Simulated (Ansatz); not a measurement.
The parent structure is HgS in the zinc blende structure (space group F-43m, No. 216; a = 5.812 Å).

Method: LDA (Ansatz, a program for electronic structure; PAW; 420 eV plane waves; no spin-orbit coupling).

For the base:

```
Quantity   Result
--------  -------
Pressure  0.0 GPa
```

Modification: an isotropic linear strain of +0.50 %, atoms relaxed at fixed cell.

What does the calculation give for the pressure and energy relative to the base after the change?

The pressure goes from zero to -1.0 GPa; the energy grows by 1.1 meV/atom.

The mesh was chosen for an insulator and is coarse for the gapless case. Stability against distortions was not tested. All final runs are without spin polarisation.
